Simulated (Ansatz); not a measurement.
Structures of equal composition on the (0001) surface of wurtzite GaN (Ga plane on top): 2x2 In adatom at H3; 2x2 In adatom at T4. The slabs share one bottom face, and each structure is named by its start. These are constructed structures in small cells; real faces may alloy, dewet or reconstruct in larger ones, and not all known structures of the face are among them. Slabs of about 14 Å with all that they carry, Fermi-Dirac smearing of 0.025 eV. Bottom of the slabs: H caps. Relaxed from the named starts with such symmetry as they have, on meshes of like density; energies extrapolated to zero smearing; no spin-orbit coupling, no U. Spin-polarised runs, if any, are marked in brackets, and their order is one that fits the cell; the others ran without spin. Where a second, spin-polarised start was run, the lower counts.

Host crystal: wurtzite GaN, with a band gap (PBE, scalar-relativistic without spin-orbit coupling).

All values below come from r2SCAN, at the PBE geometry (plane waves to 500 eV, PAW; Ansatz, an electronic-structure program).

Put the candidates in order of energy per 1x1 cell, lowest first, for r2SCAN, at the PBE geometry.

2x2 In adatom at T4 (0.000 eV, gap 0.30 eV on the mesh), 2x2 In adatom at H3 (0.044 eV, gap 0.23 eV on the mesh)
